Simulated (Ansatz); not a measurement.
**KZnF3 in the cubic perovskite structure (space group Pm-3m, No. 221)**

```
KZnF3
1.0
    4.05302     0.00000     0.00000
    0.00000     4.05302     0.00000
    0.00000     0.00000     4.05302
K Zn F
1 1 3
Direct
  0.00000   0.00000   0.00000
  0.50000   0.50000   0.50000
  0.00000   0.50000   0.50000
  0.50000   0.00000   0.50000
  0.50000   0.50000   0.00000
```

Calculations: PBEsol, PAW, 420 eV (Ansatz, an electronic-structure program; without spin-orbit coupling), earlier PAW set. Γ-centred 8×8×8 mesh, Fermi–Dirac width 0.05 eV.

| Property | Value |
|---|---|
| Volume per atom | 13.32 Å³ |
| Density | 4.03 g/cm³ |
| Band gap | 3.70 eV, indirect, R → Γ |
| Electron mass | 0.44 mₑ |
| Lowest conduction-band minima above the VBM | Γ 3.70 eV |
| Total energy | -1440.533 eV/atom (σ→0; compares only within this code and set-up) |

Masses are band curvatures over ±0.01 Å⁻¹ around the edge. Whether these cells are dynamically stable was not tested. Many cubic perovskites are stable only at high temperature; tilts and polar distortions were not tested.
